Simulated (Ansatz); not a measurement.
**Carrier properties of GaAs (F-43m)**

Given:

```yaml
crystal:
  lattice:
    - [0.00000, 2.82931, 2.82931]
    - [2.82931, 0.00000, 2.82931]
    - [2.82931, 2.82931, 0.00000]
  atoms:
    - { symbol: Ga, position: [0.00000, 0.00000, 0.00000] }
    - { symbol: As, position: [0.25000, 0.25000, 0.25000] }
```

All values below come from PBE with spin-orbit coupling, rigid bands (plane waves, PAW; Ansatz, an electronic-structure program). How the cell was made: cell and atoms relaxed with PBEsol.

The band gap is 0.39 eV. The electron conductivity mass (300 K, dilute) is 0.035 mₑ, the hole conductivity mass (300 K, dilute) is 0.41 mₑ and the effective density of states N_c (300 K) comes out as 1.4e17 cm⁻³. The effective density of states N_v (300 K) is 1.2e19 cm⁻³ and the density-of-states mass, electrons comes out as 0.031 mₑ. The density-of-states mass, holes comes out as 0.61 mₑ, the Seebeck coefficient, n-type 1e19 cm⁻³, 300 K is -34 μV/K and the best n-type power factor at 300 K for τ = 10 fs (best axis; densities from 1e16 to 1e21 cm⁻³ tried, whether or not they can be reached) comes out as 10.4 μW/(cm·K²) at 1e20 cm⁻³. The Seebeck coefficient, p-type 1e19 cm⁻³, 300 K comes out as 242 μV/K.

Rigid bands; masses and Seebeck coefficients take one relaxation time τ for all states and one kind of carrier; polarons and phonon drag are left out. Geometry: cell and atoms relaxed with PBEsol.
